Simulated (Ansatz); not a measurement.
Ge (model structure, started from the C4 type, I4/mmm, No. 139, 4 atoms in the cell)

Computed with LDA (Ansatz, a quantum-chemistry and plane-wave program, PAW).

Numerical settings: plane-wave cutoff 520 eV, 18×18×18 k mesh, Fermi–Dirac smearing 0.05 eV, scalar-relativistic PAW data made under PBE.

Cell (relaxed at this level):

```
Ge
1.0
   -3.44070     3.44070     1.98635
    3.44070    -3.44070     1.98635
    3.44070     3.44070    -1.98635
Ge
4
Cartesian
  1.22975   1.22975   0.00000
  2.21096  -2.21096   1.98635
 -2.21096   2.21096   1.98635
  2.21096   2.21096   1.98635
```

```
Property              Value
------------  -------------
band gap      zero (no gap)
bulk modulus       65.6 GPa
```

Note: the bulk modulus is −V dP/dV from two relaxed cells at ±2 % in volume; the relaxation could raise the start's symmetry but not lower it, so the cell can be a saddle point.

Spin–orbit coupling is not included.

The computed numbers hold no vibrational or temperature effects.

A model structure was made by putting elements into a prototype or built by hand; it is no filed structure, need not be a known phase, and can be a saddle point held by its symmetry.
